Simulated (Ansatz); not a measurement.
# Si (R-3m): band-edge transport data

```
Si
1.0
    0.01230     2.72623     2.72623
    2.72623     0.01230     2.72623
    2.72623     2.72623     0.01230
Si
2
Direct
  0.24970   0.24970   0.24970
  0.00030   0.00030   0.00030
```

The numbers are results of PBEsol with spin-orbit coupling, rigid bands (plane waves, PAW; Ansatz, an electronic-structure program), not measurements. Condition of this run: uniaxial stress along [111] of -1 GPa (compression positive) (the target of the relaxation). Cell: cell and atoms relaxed with PBEsol, then loaded as said.

| Item | Result |
|---|---|
| band gap | 0.43 eV |
| electron conductivity mass (300 K, dilute) | 0.29 mₑ |
| hole conductivity mass (300 K, dilute) | 0.41 mₑ |
| effective density of states N_c (300 K) | 3.1e19 cm⁻³ |
| effective density of states N_v (300 K) | 1.4e19 cm⁻³ |
| density-of-states mass, electrons | 1.15 mₑ |
| density-of-states mass, holes | 0.68 mₑ |
| Seebeck coefficient, n-type 1e19 cm⁻³, 300 K | -311 μV/K |
| best n-type power factor at 300 K for τ = 10 fs (best axis; densities from 1e16 to 1e21 cm⁻³ tried, whether or not they can be reached) | 17.3 μW/(cm·K²) at 1e20 cm⁻³ |
| Seebeck coefficient, p-type 1e19 cm⁻³, 300 K | 302 μV/K |
| best p-type power factor at 300 K for τ = 10 fs (best axis; densities from 1e16 to 1e21 cm⁻³ tried, whether or not they can be reached) | 15.3 μW/(cm·K²) at 1e20 cm⁻³ |

Rigid bands; masses and Seebeck coefficients take one relaxation time τ for all states and one kind of carrier; polarons and phonon drag are left out.
